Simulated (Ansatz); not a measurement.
How far to go with zone-centre phonons against the mesh: Y (P6_3/mmc, 2 atoms in the cell)

```
Y
1.0
    1.81953    -3.15151     0.00000
    1.81953     3.15151     0.00000
    0.00000     0.00000     5.71281
Y
2
Cartesian
  1.81953   1.05050   1.42820
  1.81953  -1.05050   4.28461
```

Method of the run: PBE (plane waves, PAW; Ansatz, a first-principles code).

Base settings: basis.ecutwfc = 420 eV; kpoints.mp_grid.grid = 10 10 6; hamiltonian.xc = pbe; hamiltonian.pseudopotentials = {kind: paw} (the program's default PAW files); scf.occupations.method = gaussian; scf.occupations.width = 0.1 eV.

In this ladder: phonons.method = dfpt.

Frequencies are those of the unrelaxed cell, without the LO-TO term of polar crystals.

Only quantities that move along the ladder and can be compared are tabulated.

Core times come from one kind of shared machine, to one figure; runs under 30 s give none.

The starting cell has typed, rounded lattice constants, without a prior relaxation at this level. Its lattice was rescaled by up to half a per cent.

Steps (kpoints.mp_grid.grid): 3 3 2; 4 4 2; 4 4 3; 5 5 3; 7 7 4; 8 8 5; 12 12 7; 15 15 9; 19 19 11; 24 24 13.

What is the coarsest kpoints.mp_grid.grid that holds the highest zone-centre frequency within 1 cm⁻¹ of the last step, with all finer ones?

15 15 9, at about 0.2 of the last step's time; the step before is off by 1.3 cm⁻¹.

| kpoints.mp_grid.grid | highest zone-centre frequency (cm⁻¹) | core time / last (rough) |
|---|---|---|
| 3 3 2 | 137.9 | – |
| 4 4 2 | 122.1 | – |
| 4 4 3 | 136.4 | – |
| 5 5 3 | 150.9 | – |
| 7 7 4 | 143.9 | – |
| 8 8 5 | 143.6 | – |
| 12 12 7 | 145.4 | 0.06 |
| 15 15 9 | 146.1 | 0.2 |
| 19 19 11 | 146.5 | 0.2 |
| 24 24 13 | 146.7 | 1 |

Keys are those of Ansatz 0.2.
